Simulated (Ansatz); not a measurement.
We consider CsCl-type CoAl, described by r²SCAN (Ansatz, an electronic-structure program, PAW).

Numerical settings: plane-wave cutoff 600 eV, 16×16×16 k mesh, Fermi–Dirac smearing 0.1 eV, finite displacements, no spin polarisation, scalar-relativistic PAW data made under PBE.

The cell has the measured lattice parameters. Conventional cell: a = 2.8610 Å, b = 2.8610 Å, c = 2.8610 Å, α = 90.00°, β = 90.00°, γ = 90.00°.

```cif
data_AlCo
_chemical_formula_sum 'Al1 Co1'
_space_group_name_H-M_alt 'Pm-3m'
_space_group_IT_number 221
_space_group_name_Hall '-P 4 2 3'
_cell_length_a 2.86100
_cell_length_b 2.86100
_cell_length_c 2.86100
_cell_angle_alpha 90.000
_cell_angle_beta 90.000
_cell_angle_gamma 90.000
loop_
_atom_site_label
_atom_site_type_symbol
_atom_site_symmetry_multiplicity
_atom_site_Wyckoff_symbol
_atom_site_fract_x
_atom_site_fract_y
_atom_site_fract_z
_atom_site_occupancy
Al1 Al 1 b 0.50000 0.50000 0.50000 1
Co1 Co 1 a 0.00000 0.00000 0.00000 1
```

Harmonic phonon frequencies (cm⁻¹; i marks an imaginary mode):

```csv
q point,frequencies
Γ,[?]
X,[?]
M,196 196 238 278 376 376
R,[?]
```

**Question.** Fill in the missing entries.

**Answer.** 
- Γ, frequencies: 0 0 0 324 324 324
- X, frequencies: 206 206 249 286 286 406
- R, frequencies: 245 245 245 355 355 355

No imaginary mode appears at these points.

Note: the cell isn't this level's own, so it is under some stress, which shifts stiffness and frequencies.
